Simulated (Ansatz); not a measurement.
Consider a periodic stack without vacuum, alpha tin (1 1 1) on germanium (1 1 1) (film strained to the substrate, started from cuts of the bulks and a machine-learned relaxation; slabs Ge32 and Sn18, which can lie off the formulas): substrate slab Ge32, film Sn18, surface cells [[2, -2], [0, 2]] and [[1, -2], [1, 1]], film strained by -0.1 and -0.1 %, outermost planes Ge/Ge and Sn/Sn as cut, which need not be the usual terminations and can put a slab off its formula. Its start:

```xyz
50
Lattice="8.1459 0.0000 0.1195 -4.0729 7.0545 -0.0747 4.4686 -0.6500 23.2919" Properties=species:S:1:pos:R:3 pbc="T T T"
Ge     4.2381     6.2694     1.2566
Ge     6.2598     2.7995     1.2582
Ge     0.2436     6.3252     1.3150
Ge     2.2581     2.8718     1.2896
Ge     0.1723     3.9972     0.3283
Ge     2.2496     0.4543     0.5502
Ge     4.2832     3.9651     0.2267
Ge     6.3276     0.4372     0.3865
Ge     4.2217     1.6738     4.6087
Ge     2.1897     5.1674     4.6237
Ge     0.1243     1.6421     4.5238
Ge    -1.9117     5.1617     4.4936
Ge     4.2105     6.3350     3.7507
Ge     6.2601     2.8202     3.7545
Ge     0.1607     6.3487     3.7913
Ge     2.1812     2.8314     3.7667
Ge     0.0489     4.0454     7.9085
Ge     2.1011     0.5169     7.8838
Ge     4.1773     4.0518     7.9632
Ge     6.1793     0.5143     7.8816
Ge     4.1519     1.7138     7.1001
Ge     2.1243     5.1789     7.1162
Ge     8.2357     1.7100     7.1442
Ge     6.2043     5.2193     7.1084
Ge     3.9341     6.4096    11.3473
Ge     6.0831     2.8677    11.4579
Ge    -0.0564     6.4343    11.3845
Ge     1.9901     2.8357    11.0785
Ge    -0.0643     4.0853    10.4072
Ge     1.9720     0.4385    10.3654
Ge     4.0873     4.0373    10.4530
Ge     6.0138     0.5693    10.3604
Sn     5.9051     5.8004    13.4693
Sn     6.0146     0.5677    13.3680
Sn     2.0471     3.0803    13.7536
Sn     7.7881     4.0854    15.2190
Sn     7.4407    -0.1625    15.9289
Sn     1.7569     3.2559    17.3163
Sn    10.4667     0.5851    15.8487
Sn     4.7726     3.3042    14.9645
Sn     0.6236     6.3373    16.9490
Sn     8.8182    -0.8894    18.5474
Sn     5.0546     3.3012    17.9341
Sn     0.5563     5.4151    19.7606
Sn     7.4338     1.9487    19.0607
Sn     3.1122     4.4661    21.1176
Sn     2.8388     1.7532    19.8527
Sn     6.6523     3.8302    21.4514
Sn     4.6959     7.2469    21.4643
Sn     5.2042     0.7851    21.4964
```

The start was prepared with a machine-learned potential, and the result is one local minimum, with the in-plane cell held and forces under 0.04 eV/Å; the film can end far from its bulk form.

Computed with PBE (plane waves to 420 eV, PAW; Ansatz, a quantum-chemistry and plane-wave program). Spin–orbit coupling is left out; the runs are not spin-polarised. Its k-point mesh 4×4×1, Fermi–Dirac width 0.05 eV.

**Question.** Predict the relaxed interface.

**Answer.** 
```
Quantity                                                                                   Result
--------------------------------------------------------------------------------  ---------------
interface area                                                                            57.5 Å²
period                                                                                    23.26 Å
heights between the nearest atoms of the two slabs at the two interfaces          2.15 and 2.55 Å
Ge–Sn contacts across the interfaces within 1.22 times the sum of covalent radii   9, mean 2.82 Å
```
